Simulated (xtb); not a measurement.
xtb 6.7.1, GFN2-xTB: Sr(SH)(k2OAc)(tmeda) (CC1[O][Sr]2([SH])(<-[O]=1)<-[N](C)(C)CC[N]->2(C)C), 34 atoms. The geometry is a generated start, not checked to be a minimum at this level.

```
Quantity                  Result
-----------------  -------------
run flags                 --grad
method                  GFN2-xTB
--acc                1 (default)
--etemp (K)        300 (default)
basis functions               88
valence electrons             82
```

One run each on 1 thread. Values of broydamp tried: 0.02, 0.05, 0.1, 0.2, 0.4 (default), 0.6, 0.8, 1.

### Question
How does the count of SCC iterations change with broydamp, and where is it least?

### Answer
Fewest SCC iterations, within one of each other: 0.1 with 19, 0.2 with 18, 0.4 (default) with 19. The count rises to 35 at 0.02. All converge to one solution.

```tsv
broydamp	SCC iterations	end
0.02	35	same solution
0.05	24	same solution
0.1	19	same solution
0.2	18	same solution
0.4 (default)	19	same solution
0.6	22	same solution
0.8	21	same solution
1	24	same solution
```
